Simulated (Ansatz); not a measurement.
# BeS in the zinc blende structure (space group F-43m, No. 216)

```
BeS
1.0
    0.00000     2.43431     2.43431
    2.43431     0.00000     2.43431
    2.43431     2.43431     0.00000
Be S
1 1
Cartesian
  0.00000   0.00000   0.00000
  1.21716   1.21716   1.21716
```

Computed with Kohn–Sham DFT with the r2SCAN functional, run in Ansatz (a first-principles code) with PAW and 500 eV plane waves, spin-orbit coupling left out. k-mesh 12×12×12 (Γ-centred); smearing 0.05 eV (Fermi–Dirac).

| Property | Result |
|---|---|
| Volume per atom | 14.43 Å³ |
| Density | 2.36 g/cm³ |
| Band gap | 3.59 eV, indirect, Γ → X |
| Electron mass | 0.79 mₑ along k, 0.29 mₑ across |
| Hole mass (degenerate bands, along [100]) | 0.34, 0.57, 0.57 mₑ |
| Lowest conduction-band minima above the VBM | X along ⟨100⟩ 3.59 eV |
| Total energy | -500.798 eV/atom (σ→0; compares only within this code and set-up) |

Effective masses come from finite differences of ±0.01 Å⁻¹. Along k means along the line from Γ to the band edge. Whether these cells are dynamically stable was not tested.
